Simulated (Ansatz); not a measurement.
The starting structures come from a database of crystals and need not be the phases stable at ambient conditions.

The decay constant κ of evanescent states in the gap governs leakage through a thin film.

Consider the following.

```xyz
8
Lattice="7.1526 0.0151 -0.0295 1.8892 6.8986 -0.0295 3.3742 -2.8740 5.6139" Properties=species:S:1:pos:R:3 pbc="T T T"
Tl     4.3188    -2.1518     4.2030
Tl     6.2080    -0.7072     1.3814
In     3.5763     2.7346     1.3814
In     8.8397     1.3051     4.1736
Te     9.7843     3.9636     3.7539
Te     2.6317     0.0761     1.8010
Te     6.0266     1.0903     4.5932
Te     6.3894     2.9494     0.9617
```

The cell was relaxed by PBE-D3(BJ); by r2SCAN it stands under a pressure of -0.7 GPa.

Transport runs along the normal of the first two printed cell vectors, the (101) plane of the conventional cell.

No gap correction and no spin-orbit coupling; mid-gap is the computed energy nearest the middle.

Problem. Predict the band gap and the smallest decay constant κ at mid-gap from r2SCAN (Ansatz, a quantum-chemistry and plane-wave program).

Solution. Gap 0.97 eV on a 6×6×6 mesh; κ = 0.122 1/Å, at (-0.333, 0.167) of the in-plane reciprocal vectors. At the zone centre the slowest state has κ = 0.20 1/Å.
